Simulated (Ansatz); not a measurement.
# Converging the k-point mesh: Ba2H3I (P3m1, 6 atoms in the cell)

```
Ba2H3I
1.0
    4.51372     0.00000     0.00000
   -2.25686     3.90899     0.00000
    0.00000     0.00000     8.07895
Ba H I
2 3 1
Direct
  0.66667   0.33333   0.69091
  0.33333   0.66667   0.31528
  0.66667   0.33333   0.35610
  0.33333   0.66667   0.64390
  0.00000   0.00000   0.50000
  0.00000   0.00000   0.00000
```

Method of the run: LDA (PW92), default PAW files made with PBE (plane waves; Ansatz, an electronic-structure program).

Base settings: basis.ecutwfc = 420 eV; kpoints.mp_grid.grid = 6 6 3; hamiltonian.xc = lda; hamiltonian.pseudopotentials = {kind: paw} (the program's default PAW files); scf.occupations.method = fixed.

The second cell is the first with its lattice scaled by 0.98.

Only quantities that move along the ladder and can be compared are tabulated.

The count of work is k-points × plane waves × bands × iterations; it is no time. Core times come from one kind of shared machine, to one figure; runs under 30 s give none.

The starting cell comes from a database of computed structures (which also holds hypothetical and non-ambient phases and stackings), without a prior relaxation at this level. Its lattice was rescaled by up to half a per cent. One atom was moved a little off its site on purpose. Spin-orbit coupling is off. Ansatz's pressure includes its estimate of the finite-basis (Pulay) stress.

Steps (kpoints.mp_grid.grid): 2 2 1; 3 3 2; 4 4 2; 5 5 2; 5 5 3; 6 6 3; 7 7 3; 7 7 4; 8 8 4; 9 9 5; 10 10 5; 11 11 6; 12 12 6; 13 13 7; 15 15 7; 16 16 8; 18 18 9.

Task: What is the coarsest kpoints.mp_grid.grid that holds the free energy within 1 meV/atom of the last step, with all finer ones?

Result: 5 5 2, at 0.034 of the last step's count of work; the step before is off by 1.5 meV/atom.

Task: What is the coarsest kpoints.mp_grid.grid that holds the forces within 0.005 eV/Å of the last step, with all finer ones?

Result: 5 5 2, at 0.034 of the last step's count of work; the step before is off by 0.007 eV/Å.

```tsv
kpoints.mp_grid.grid	free energy less the last step's (meV/atom)	energy of the compressed cell less the first (meV/atom)	pressure (GPa)	largest difference of a force vector from the last step's (eV/Å)	gap on the mesh (eV)	count of work / last	core time / last (rough)
2 2 1	42.77	-11.01	-2.11	0.229	2.388	0.0068	–
3 3 2	8.63	-15.98	-2.65	0.033	2.150	0.020	–
4 4 2	1.52	-17.43	-2.79	0.007	1.868	0.027	–
5 5 2	0.50	-17.62	-2.82	0.004	1.986	0.034	–
5 5 3	0.25	-17.67	-2.82	0.001	2.022	0.041	–
6 6 3	0.07	-17.73	-2.83	0.000	2.021	0.058	–
7 7 3	0.02	-17.74	-2.83	0.000	2.001	0.068	–
7 7 4	0.02	-17.74	-2.83	0.000	1.932	0.096	–
8 8 4	0.01	-17.75	-2.83	0.000	1.873	0.12	–
9 9 5	0.00	-17.75	-2.83	0.000	1.926	0.17	–
10 10 5	0.00	-17.75	-2.83	0.000	1.928	0.20	–
11 11 6	0.00	-17.75	-2.83	0.000	1.897	0.29	0.3
12 12 6	0.00	-17.75	-2.83	0.000	1.873	0.34	0.4
13 13 7	0.00	-17.75	-2.83	0.000	1.900	0.43	0.4
15 15 7	0.00	-17.75	-2.83	0.000	1.898	0.56	0.5
16 16 8	0.00	-17.75	-2.83	0.000	1.873	0.73	0.7
18 18 9	0.00	-17.75	-2.83	0.000	1.890	1.0	1
```

The energy difference between the two cells stays within 1 meV/atom of the last step's from 4 4 2 on, the total only from 5 5 2 on: much of the error is common to both cells and cancels.

The gap on the mesh jumps up and down from mesh to mesh; it is no smooth measure of convergence.

Keys are those of Ansatz 0.2.
